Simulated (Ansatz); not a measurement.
Data:

```yaml
crystal:
  lattice:
    - [5.02604, 0.00000, 0.00000]
    - [2.51302, 4.35268, 0.00000]
    - [0.00000, 0.00000, 4.28061]
  atoms:
    - { symbol: Co, position: [0.50000, 0.50000, 0.00000] }
    - { symbol: Co, position: [0.50000, 0.00000, 0.00000] }
    - { symbol: Co, position: [0.00000, 0.50000, 0.00000] }
    - { symbol: Sn, position: [0.00000, 0.00000, 0.00000] }
    - { symbol: Sn, position: [0.33333, 0.33333, 0.50000] }
    - { symbol: Sn, position: [0.66667, 0.66667, 0.50000] }
```

No spin polarisation.

Calculations: r2SCAN (Ansatz, a first-principles code, PAW, no spin-orbit coupling), earlier PAW set. k-mesh 10×10×11 (Γ-centred); smearing 0.05 eV (Fermi–Dirac).

Q: Estimate the band gap.

A: Zero.

Q: Predict the pressure (mean of the normal stresses, compression positive).

A: 11.0 GPa.

Q: What space group does the calculation give?

A: P6/mmm (No. 191).

The cells carry an imposed strain or load. Stability against distortions was not tested. The final runs are not spin-polarised. The cell was made from CoSn (space group P6/mmm, No. 191; non-magnetic) by this change: biaxial strain −4.11 %, plane normal [001], relaxed out of plane.
